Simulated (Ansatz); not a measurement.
# By hand: formation energy of TiAl3 (I4/mmm) from the elements

We look at the formation energy of TiAl3 (I4/mmm) from the elements. Reaction: Ti (hcp) + 3 Al (fcc) → TiAl3 (I4/mmm). Negative: the products are lower in energy. The value is per atom of the solid.

TiAl3 (I4/mmm), 4 atoms in the cell; spin state with PBE: run without spin. Conventional cell: a = 3.8485 Å, b = 3.8485 Å, c = 8.6121 Å, α = 90.00°, β = 90.00°, γ = 90.00°.

Method: Ansatz (a first-principles code), PAW, neutral cells at 0 K with nuclei at rest, on structures from PBE. Ansatz runs with its PAW set soft_1. Other levels take these structures. The lattices are those relaxed with PBE, so at other levels the solids can be strained. A dispersion term (D3(BJ), or D4 for r2SCAN) was computed beside these levels and is taken off wherever the name lacks it. Space groups of crystals are read within 0.01 Å.

Total energies of the cells in eV, at zero smearing width. They compare only within one column; the weights balance every element.

| cell | atoms | weight | r2SCAN |
|---|---|---|---|
| TiAl3 (I4/mmm) | 4 | +2 | -4127.34412 |
| Ti (hcp) | 2 | −1 | -5008.74349 |
| Al (fcc) | 1 | −6 | -540.40807 |

r2SCAN: 2 × (-4127.34412) − (-5008.74349) − 6 × (-540.40807) = -3.496 eV; dividing by 8 atoms gives -0.44 eV/atom.

What follows from the r2SCAN value: A formula unit of TiAl3 has 4 atoms, so it forms with -0.4370 × 4 = -1.748 eV, or -168.7 kJ/mol at 96.485 kJ/mol per eV.
